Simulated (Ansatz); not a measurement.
The starting structures come from a database of crystals and need not be the phases stable at ambient conditions.

The decay constant κ of evanescent states in the gap governs leakage through a thin film.

Given:

```xyz
14
Lattice="6.2171 0.0000 0.0000 0.0000 6.2310 -0.0036 3.1085 -1.1542 4.3150" Properties=species:S:1:pos:R:3 pbc="T T T"
V      6.2171     0.9590     1.6197
V      3.1085     4.1178     2.6917
P      6.2171     4.1151     2.1316
P      3.1085     0.9617     2.1798
O      6.2171     0.8898     3.1801
O      3.1085     4.1869     1.1313
O      6.2171     5.2874     1.1068
O      3.1085    -0.2106     3.2046
O      4.9733     4.1735     3.0484
O      4.3523     0.9033     1.2630
O      1.8648     0.9033     1.2630
O      7.4608     4.1735     3.0484
O      3.1085     2.2760     3.0011
O      6.2171     2.8008     1.3103
```

Space group of this cell: C2/m. The cell was relaxed by PBE-D3(BJ); by r2SCAN its mean pressure is -3.9 GPa.

Transport runs along the normal of the first two printed cell vectors.

No gap correction and no spin-orbit coupling; mid-gap values are interpolated between computed energies.

### Question
Compute, with r2SCAN (Ansatz, an electronic-structure program), the band gap and the smallest decay constant κ at mid-gap.

### Answer
Gap 1.96 eV on a 8×6×8 mesh; κ = 0.530 1/Å, at the zone centre.
